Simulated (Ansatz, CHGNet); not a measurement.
For fluorite HfO2 (high-temperature phase), the machine-learned potential CHGNet 0.3.0 (trained on PBE and PBE+U data) gives:

| Quantity | Result |
|---|---|
| equilibrium lattice constant a | 5.072 Å |
| elastic constant C11 | 471 GPa |
| elastic constant C44 | 54.6 GPa |
| polycrystal shear modulus | 89.1 GPa |

**Question.** What does HSE06 (plane waves, PAW; Ansatz, a quantum-chemistry and plane-wave program) give for the same quantities?

**Answer.** 
- lattice constant a: 5.056 Å (drops by 0.3 %)
- elastic constant C11: 601 GPa (increases by 28 %)
- elastic constant C44: 78.4 GPa (rises by 44 %)
- Voigt–Reuss–Hill shear modulus: 127 GPa (increases by 43 %)

Changes are worked out from the printed values.

Unless a cell is named, each level is at its own relaxed cell (CHGNet 0.3.0 10.87, HSE06 10.77 Å³/atom).

Levels without +SOC leave out spin–orbit coupling, which shifts energies and cells of such heavy elements.

Caveats: symmetry holds this phase in the static calculation, where it need not be a minimum (HSE06). Ansatz's density-functional and Hartree–Fock values are scalar-relativistic unless marked +SOC, with PAW data made under PBE.
